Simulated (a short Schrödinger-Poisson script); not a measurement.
System: gated Al0.4Ga0.6N/GaN polarisation-induced gas, at 77 K.

```
layer     material  thickness (nm)  Na (cm⁻³)
-----  -----------  --------------  ---------
1      Al0.4Ga0.6N              10          -
2              GaN            6000       3e15
```

Constants are typed, rounded textbook-type inputs, not results; the design itself was drawn at random and stands for no fabricated device. Al0.4Ga0.6N: permittivity 9.26, conduction-band edge (eV) 0.58, gap (eV) 4.258, electron mass (mₑ) 0.248, Nv at 300 K (cm⁻³) 4.6e19. GaN: permittivity 9.5, conduction-band edge (eV) 0, gap (eV) 3.43, Nv at 300 K (cm⁻³) 4.6e19.

Channel valleys (confinement mass, in-plane density-of-states mass, number): Γ 0.2, 0.2, 1. At the gate the conduction-band edge of layer 1 lies 1.36 eV − eVg above the Fermi level of the channel; the field vanishes at the back. Sheet of polarisation charge: +2e13 e/cm² at 10 nm from the gate. The barrier under the gate holds no holes. Gaps are held at their typed values at every temperature. Mesh 0.08 nm at interfaces.

Solved with a short Schrödinger-Poisson script written for these runs: 1D Poisson equation in equilibrium, electrons quantum, Hartree (BenDaniel-Duke, 40 states a valley, the channel's in-plane mass for all, wave functions free to enter the barrier), parabolic valleys, classical holes, full ionisation, no traps, pinning or gate leakage.

The same stack at other levels of the model or other numerical settings:

```tsv
run	sheet density of all electrons at Vg = 0.5 V (cm⁻²)	sheet density of all electrons at Vg = -2 V (cm⁻²)	capacitance at Vg = 0.5 V (μF/cm²)	centroid of the channel electrons at Vg = 0.5 V (nm)	rough cost against the base
base	1.57e13	4.29e12	0.756	1.61	about 1
electrons treated as classical, Boltzmann	1.78e13	…	0.812	…	0.02
electrons treated as classical, Fermi-Dirac	1.58e13	4.51e12	0.734	1.39	0.10
electrons treated as quantum, Hartree plus LDA exchange-correlation	1.60e13	4.45e12	0.760	1.48	2
mesh six times as coarse	1.57e13	4.28e12	0.757	…	0.3
one subband a valley	1.57e13	4.29e12	0.748	1.34	0.4
```

Problem. Complete the blanks.

Solution. 
- mesh six times as coarse, centroid of the channel electrons at Vg = 0.5 V (nm): 1.55
- electrons treated as classical, Boltzmann, centroid of the channel electrons at Vg = 0.5 V (nm): 0.19
- electrons treated as classical, Boltzmann, sheet density of all electrons at Vg = -2 V (cm⁻²): 5.17e12

The classical rows ignore confinement, and Boltzmann statistics overrate the density once the band edge passes the Fermi level.
